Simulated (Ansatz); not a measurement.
Related cells compared by their density of states at the Fermi level.

Cell A: Ir (fcc, Fm-3m), 1 atom in the cell; spin state with PBE: run without spin, k-point mesh 26×26×26 on the run's own vectors.
```cif
data_Ir
_chemical_formula_sum 'Ir1'
_space_group_name_H-M_alt 'P 1'
_space_group_IT_number 1
_cell_length_a 2.73748
_cell_length_b 2.73748
_cell_length_c 2.73748
_cell_angle_alpha 60.000
_cell_angle_beta 60.000
_cell_angle_gamma 60.000
loop_
_space_group_symop_operation_xyz
  'x, y, z'
loop_
_atom_site_label
_atom_site_type_symbol
_atom_site_fract_x
_atom_site_fract_y
_atom_site_fract_z
_atom_site_occupancy
Ir1 Ir 0.00000 0.00000 0.00000 1
```

Cell B: Ag (fcc, Fm-3m), 1 atom in the cell, k-point mesh 26×26×26 on the run's own vectors.
```cif
data_Ag
_chemical_formula_sum 'Ag1'
_space_group_name_H-M_alt 'P 1'
_space_group_IT_number 1
_cell_length_a 2.93324
_cell_length_b 2.93324
_cell_length_c 2.93324
_cell_angle_alpha 60.000
_cell_angle_beta 60.000
_cell_angle_gamma 60.000
loop_
_space_group_symop_operation_xyz
  'x, y, z'
loop_
_atom_site_label
_atom_site_type_symbol
_atom_site_fract_x
_atom_site_fract_y
_atom_site_fract_z
_atom_site_occupancy
Ag1 Ag 0.00000 0.00000 0.00000 1
```

Plane-wave PAW calculations with Ansatz (a quantum-chemistry and plane-wave program), its PAW set soft_1, cutoff 420 eV. The structures are at rest with PBE. Neutral cells; Fermi-Dirac smearing of at most 0.10 eV in the solids, energies taken to zero width. The runs are scalar-relativistic, without spin-orbit coupling. A dispersion term ran beside these levels; it doesn't touch the electrons. Both spins, broadened by a Gaussian of 0.2 eV on the run's mesh.

Problem. Predict the density of states at the Fermi level (states/eV per atom) of each cell with PBE.

Solution. 
```tsv
cell	PBE
A	0.93
B	0.26
```

With PBE the value of A exceeds that of B by 0.67 states/eV per atom.
